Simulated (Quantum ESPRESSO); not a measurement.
Input and output of a self-consistent single point for LaAu (Cmcm, 4 atoms in the cell) (Quantum ESPRESSO).

Level of theory: LDA (PZ), GBRV 1.5 ultrasoft (LDA) pseudopotentials (plane waves; Quantum ESPRESSO).

```xyz
4
Lattice="1.9963 -5.7803 0.0000 1.9963 5.7803 0.0000 0.0000 0.0000 4.7929" Properties=species:S:1:pos:R:3 pbc="T T T"
La     1.9963    -4.2194     3.5946
La     1.9963     4.2194     1.1982
Au     1.9963    -1.0058     3.5946
Au     1.9963     1.0058     1.1982
```

Reference input (self-consistent single point, DFT, LDA (PZ), plane waves, GBRV 1.5 ultrasoft (LDA) pseudopotentials): ecutwfc = 40 Ry; ecutrho = 320 Ry; occupations = smearing; smearing = marzari-vanderbilt; degauss = 0.0099958 Ry; potentials = {La: la_lda_v1.uspp.F.UPF, Au: au_lda_v1.uspp.F.UPF}; K_POINTS = automatic 7 7 6 1 1 1; conv_thr = 1e-11 Ry; mixing_beta = 0.7. This run's input differs from it in these lines:

```diff
@@ -16,3 +16,3 @@
  smearing = 'marzari-vanderbilt'
- degauss = 0.0099958
+ degauss = 0.0073499
 /
@@ -31,3 +31,3 @@
 K_POINTS {automatic}
-7 7 6  1 1 1
+5 5 4  1 1 1
 CELL_PARAMETERS {bohr}
```

Output, abridged:

```
     Self-consistent Calculation

     iteration #  1     ecut=    40.00 Ry     beta= 0.70

     negative rho (up, down):  1.212E-01 0.000E+00

     total energy              =    -433.91893048 Ry
     estimated scf accuracy    <       0.87160341 Ry

     iteration #  2     ecut=    40.00 Ry     beta= 0.70

     negative rho (up, down):  1.292E-01 0.000E+00

     total energy              =    -434.16651652 Ry
     estimated scf accuracy    <       2.24266358 Ry

     iteration #  3     ecut=    40.00 Ry     beta= 0.70

     negative rho (up, down):  1.346E-01 0.000E+00

     total energy              =    -434.44591492 Ry
     estimated scf accuracy    <       0.10828813 Ry

   [... 11 blocks of this kind left out ...]

     iteration # 15     ecut=    40.00 Ry     beta= 0.70

     negative rho (up, down):  1.310E-01 0.000E+00

     total energy              =    -434.48059198 Ry
     estimated scf accuracy    <          1.4E-10 Ry

     iteration # 16     ecut=    40.00 Ry     beta= 0.70

     negative rho (up, down):  1.310E-01 0.000E+00
     End of self-consistent calculation

     the Fermi energy is    12.2199 ev

!    total energy              =    -434.48059198 Ry
     estimated scf accuracy    <          7.5E-12 Ry
     smearing contrib. (-TS)   =       0.00009413 Ry
     internal energy E=F+TS    =    -434.48068612 Ry

     convergence has been achieved in  16 iterations

     negative rho (up, down):  1.310E-01 0.000E+00

     Forces acting on atoms (cartesian axes, Ry/au):

     atom    1 type  1   force =     0.00000000   -0.00312164    0.00000000
     atom    2 type  1   force =    -0.00000000    0.00312164   -0.00000000
     atom    3 type  2   force =     0.00000000    0.00189826   -0.00000000
     atom    4 type  2   force =     0.00000000   -0.00189826    0.00000000

     Total force =     0.005167     Total SCF correction =     0.000007

     negative rho (up, down):  1.310E-01 0.000E+00
          total   stress  (Ry/bohr**3)                   (kbar)     P=      -46.90
  -0.00029222  -0.00000000   0.00000000          -42.99       -0.00        0.00
  -0.00000000  -0.00032962   0.00000000           -0.00      -48.49        0.00
   0.00000000   0.00000000  -0.00033461            0.00        0.00      -49.22

   JOB DONE.
```

The run converged in 16 iterations. Against the reference run the free energy rises by 13.0 meV/atom, the pressure goes from -4.82 to -4.69 GPa and the largest force goes from 0.097 to 0.080 eV/Å.

The starting cell comes from a database of computed structures (which also holds hypothetical and non-ambient phases and stackings), without a prior relaxation at this level. With a pressure of about -5 GPa the cell is away from its equilibrium volume at this level.

Cost on one core of a shared machine: roughly 2 min.
